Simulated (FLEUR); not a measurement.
Checking a run of FLEUR on Ta (Im-3m, 1 atom in the cell). The aim is a self-consistent single point with DFT, PBE, all-electron FLAPW (FLEUR), scalar-relativistic valence.

Cell that was meant: a = 2.8951 Å, b = 2.8951 Å, c = 2.8951 Å, α = 109.47°, β = 109.47°, γ = 109.47°.

Part of the input:

```xml
            <stateOccupation state="(5d5/2)" spinUp="0.9" spinDown="0.9"/>
         </electronConfig>
         <energyParameters s="6" p="6" d="5" f="5"/>
      </species>
   </atomSpecies>
   <atomGroups>
      <atomGroup species="Tantalum (Ta)">
```

Output, abridged:

```
      Welcome to FLEUR        (www.flapw.de)
      MaX-Release 8.1          (www.max-centre.eu)

 ========== k-point set info ==========
 Selected k-point list: default-1
 k-point list type: mesh
 14 x 14 x 14
 Number of k points: 104

 ------------Calculation Setup---------------------------
           1           2           4           8          13          26          52         104
 Number of basis functions:          140
 Iteration:     1   Distance:     862.40787351 me/bohr^3
 Iteration:     2   Distance:     787.91589960 me/bohr^3
 Iteration:     3   Distance:     398.37211022 me/bohr^3
 Iteration:     4   Distance:     359.03539966 me/bohr^3
 Iteration:     5   Distance:     324.30160860 me/bohr^3
   [... 14 lines left out ...]
 Iteration:    20   Distance:       0.00050988 me/bohr^3
 Iteration:    21   Distance:       0.00006742 me/bohr^3
 Iteration:    22   Distance:       0.00007575 me/bohr^3
 Iteration:    23   Distance:       0.00000331 me/bohr^3
 Run finished successfully
 Stop message:
   Structural relaxation: Done

[file out, last iteration]
             iter=     24
[...]
          total density-effective poten   -2.7437831437E+04
          total charge density-energy d   -3.0397423403E+02
 Updated energy parameters for spin:           1
[...]
 fermi energy and band-weighting factors:

[...]
FERMIE:
          first approx. to ef    (T=0)  :   0.994092 htr   (energy of the highest occ. eigenvalue)
          number of occ. states  (T=0)  :       1391
          first approx. to seigv (T=0)  :  -0.096727 htr
          sum of weights of occ. states :  13.503644
          sum of semicore charge        :   0.000000 e
FERHIS:  Fermi-Energy by histogram:
          bandgap                     :   0.000014 htr
   [... lines left out ...]
          charge neutrality (T=0)     :   0.007289    (zero if the highest occ. eigenvalue is "entirely" occupied)
     EF_NEWTON:  Adjust Fermi-Energy by Newton-Method.
 Direct bandgap for spin            1 :    1.3823327558810661E-003  Htr
   [... lines left out ...]
 ---->    free energy=                    -15533.1982874259 htr
      extrapolation for T->0
 ---->    total electron energy=          -15533.1973165453 htr
 ***** TOTAL FORCES ON ATOMS *****
 TOTAL FORCE FOR ATOM TYPE=  1  X=  0.000   Y=  0.000   Z=  0.000
                       FX_TOT= 0.000000 FY_TOT= 0.000000 FZ_TOT= 0.000000
 Structural relaxation: Done
```

FLEUR gives forces in its relaxation mode, with a further iteration, so its stop message speaks of a relaxation.

Problem. Is anything amiss in this input, and did it matter?

Solution. The run is not sound. The fault is local orbitals for semicore states removed. Semicore states counted as valence need basis functions of their own. To fix it, restore the local orbitals. The run converged in 23 iterations without an error; against the sound input the free energy goes up by 2530 eV/atom.

The sound input it was made from differs as follows (other fixes are possible):
```diff
+         <lo type="SCLO" l="0" n="5" eDeriv="0"/>
+         <lo type="SCLO" l="1" n="5" eDeriv="0"/>
+         <lo type="SCLO" l="3" n="4" eDeriv="0"/>
```

With that input, the run converged in 13 iterations: free energy E − TS -425208.3372 eV; Fermi level (on the code's own zero) 13.44 eV (DFT, PBE, all-electron FLAPW (FLEUR), scalar-relativistic valence).

On the sound input: the starting cell comes from a database of computed structures (which also holds hypothetical and non-ambient phases and stackings), without a prior relaxation at this level. Its lattice was rescaled by a random factor within 2.5 % of one. Spin-orbit coupling is off. Spin polarisation is off. Values depend on the basis (sphere radii, cutoffs, local orbitals), which need not be converged. The log's line on a gap gives a spacing of levels on this mesh, which the program prints for metals too.
